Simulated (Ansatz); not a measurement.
**Pressure series in CdS**

The reference is CdS in the wurtzite structure (space group P6_3mc, No. 186; a = 4.197 Å, c = 6.830 Å).

Cell and atoms are relaxed at each pressure.

Levels (all Ansatz, a program for electronic structure, PAW, earlier PAW set): PBE (420 eV, no spin-orbit coupling); r2SCAN (500 eV, spin-orbit coupling left out); HSE06 (420 eV, no spin-orbit coupling).

```json
[
 {"pressure (GPa)": "-2", "band gap, PBE (eV)": "1.01", "band gap, r2SCAN (eV)": "1.46", "band gap, HSE06 (eV)": "2.01"},
 {"pressure (GPa)": "-1", "band gap, PBE (eV)": "1.06", "band gap, r2SCAN (eV)": "1.51", "band gap, HSE06 (eV)": "2.06"},
 {"pressure (GPa)": "0", "band gap, PBE (eV)": "1.11", "band gap, r2SCAN (eV)": "1.56", "band gap, HSE06 (eV)": "2.12"},
 {"pressure (GPa)": "3", "band gap, PBE (eV)": "1.23", "band gap, r2SCAN (eV)": "1.69", "band gap, HSE06 (eV)": "2.25"},
 {"pressure (GPa)": "7", "band gap, PBE (eV)": "?", "band gap, r2SCAN (eV)": "?", "band gap, HSE06 (eV)": "?"},
 {"pressure (GPa)": "15", "band gap, PBE (eV)": "1.50", "band gap, r2SCAN (eV)": "1.97", "band gap, HSE06 (eV)": "2.55"}
]
```

**Question.** Fit E_g = E₀ + αP + βP² to the rows shown and predict the withheld row.

**Answer.** Least squares on the printed values gives 

- PBE: E₀ = 1.11 eV, α = 45.3 meV/GPa, β = -1.3 meV/GPa² (largest residual 0.00 eV); this predicts 1.36 eV, and the run gives 1.34 eV, 0.02 lower
- r2SCAN: E₀ = 1.56 eV, α = 47.4 meV/GPa, β = -1.3 meV/GPa² (largest residual 0.00 eV); this predicts 1.83 eV, and the run gives 1.81 eV, 0.02 lower
- HSE06: E₀ = 2.11 eV, α = 49.7 meV/GPa, β = -1.4 meV/GPa² (largest residual 0.01 eV); this predicts 2.40 eV, and the run gives 2.38 eV, 0.02 lower.

Single points use the geometry relaxed with PBE. Load acts through the strain it causes; cell and atoms are relaxed under it. No phonon test of stability was made. Measured, CdS leaves this structure (for rock salt) near 2.54 GPa (temperature not stated; as listed in Datta, Sujoy, Jana, Debnarayan, arXiv (2020)), on rising pressure, with hysteresis.
